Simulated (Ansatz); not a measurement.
The starting structures come from a database of crystals and need not be the phases stable at ambient conditions.

 Where the default PAW files enter, the runs use the earlier of Ansatz's two default sets.

# Evanescent states of SrZrO$_{3}$ (I4/mcm, not sure to be the ambient phase, 10 atoms a cell, 13.9 Å³ an atom, -2 GPa at this level) along the normal of (001)

All values below come from PBEsol (plane waves, PAW; Ansatz, an electronic-structure program).

The gap is the functional's own. No spin-orbit coupling. Mid-gap values are interpolated on the energy grid.

Energies count from the valence-band top; κ is the least over a 6×6 mesh across the current.

| E (eV) | κ (1/Å) | where |
|---|---|---|
| 0.09 | 0.124 | Γ |
| 0.27 | 0.159 | Γ |
| 0.45 | 0.185 | Γ |
| 0.63 | 0.206 | Γ |
| 0.81 | 0.223 | Γ |
| 0.99 | 0.237 | Γ |
| 1.17 | 0.250 | Γ |
| 1.35 | 0.260 | Γ |
| 1.53 | 0.269 | Γ |
| 1.71 | 0.277 | Γ |
| 1.89 | 0.283 | Γ |
| 2.07 | 0.289 | Γ |
| 2.25 | 0.293 | Γ |
| 2.43 | 0.297 | Γ |
| 2.61 | 0.299 | Γ |
| 2.79 | 0.300 | Γ |
| 2.97 | 0.277 | off Γ |
| 3.15 | 0.244 | off Γ |
| 3.33 | 0.198 | Γ |
| 3.51 | 0.132 | Γ |

**Question.** How thick must the barrier be to attenuate the transmission by 10^4 when the electrodes' Fermi level lies at 2.79 eV, and what attenuation does that film give at 2.61 eV?

**Answer.** d = 4 ln 10 / (2 × 0.300) = 15.4 Å. At 2.61 eV it gives 4 × 0.299/0.300 = 4.0 decades.
